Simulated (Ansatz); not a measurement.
Ru: biaxial strain −0.36 %, plane normal [001], relaxed out of plane

Base system: Ru in the hcp (Mg type) structure (space group P6_3/mmc, No. 194; a = 2.706 Å, c = 4.265 Å; relaxed with 0.1 eV smearing). Axes: x lies along a and z along c of the hexagonal cell.

It is then changed as follows: biaxial strain −0.36 %, plane normal [001], relaxed out of plane (Cartesian); in-plane vectors clamped, the third vector and the atoms free.

Computed with Ansatz (a quantum-chemistry and plane-wave program) r2SCAN, spin-orbit coupling left out, earlier PAW set. k-mesh 24×24×14 (Γ-centred); smearing 0.1 eV (Fermi–Dirac).

```tsv
quantity	base	changed	shift
volume per atom	13.52 Å³	13.45 Å³	-0.07 Å³
space group	P6_3/mmc (No. 194)	P6_3/mmc (No. 194)	–
shortest interatomic distance	4.995 bohr	4.996 bohr	+0.0002 bohr
pressure (mean of the normal stresses, compression positive)	0.0 GPa	1.7 GPa	+1.7 GPa
band gap	zero	zero	–
out-of-plane strain	–	+0.20 %	–
mean in-plane stress (compression positive)	–	+2.6 GPa	–
```

Final structure (turned so that z lies along the plane normal):

```
Ru
1.0
    2.69578     0.00000     0.00000
    1.34789     2.33461     0.00000
    0.00000     0.00000     4.27351
Ru
2
Direct
  0.33333   0.33333   0.75000
  0.66667   0.66667   0.25000
```

No phonon test of stability was made. The final runs are not spin-polarised.
